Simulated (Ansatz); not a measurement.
ZnSnN2: pressure series

Take ZnSnN₂ (space group Pna2_1, No. 33; a = 5.8336 Å, b = 6.7131 Å, c = 5.4667 Å) as the base.

Cell and atoms are relaxed at each pressure.

Method: Kohn–Sham DFT with the PBEsol functional, run in Ansatz (an electronic-structure program) with PAW and 420 eV plane waves, no spin-orbit coupling.

Notes on the quantities. enthalpy: H = E + PV relative to the base's energy.

```tsv
change	width of the top valence band	enthalpy	density
base	1.21 eV	–	6.58 g/cm³
pressure −2 GPa	1.18 eV	-0.17 eV/atom	6.49 g/cm³
pressure −1 GPa	1.19 eV	-0.08 eV/atom	6.54 g/cm³
pressure 0.3 GPa	1.21 eV	+0.03 eV/atom	6.59 g/cm³
pressure 0.7 GPa	1.22 eV	+0.06 eV/atom	6.61 g/cm³
pressure 1.5 GPa	1.23 eV	+0.12 eV/atom	[?]
pressure 3 GPa	1.26 eV	+0.25 eV/atom	6.71 g/cm³
pressure 5 GPa	[?]	+0.41 eV/atom	6.79 g/cm³
pressure 7.5 GPa	1.32 eV	+0.61 eV/atom	6.89 g/cm³
pressure 10 GPa	1.36 eV	+0.81 eV/atom	6.98 g/cm³
```

Task: Complete the table.

Result: 
- pressure 1.5 GPa, density: 6.65 g/cm³
- pressure 5 GPa, width of the top valence band: 1.29 eV

The levels and masses belong to the bands next to the band gap. Load acts through the strain it causes; cell and atoms are relaxed under it. No phonon test of stability was made. No other phases were tried under pressure.
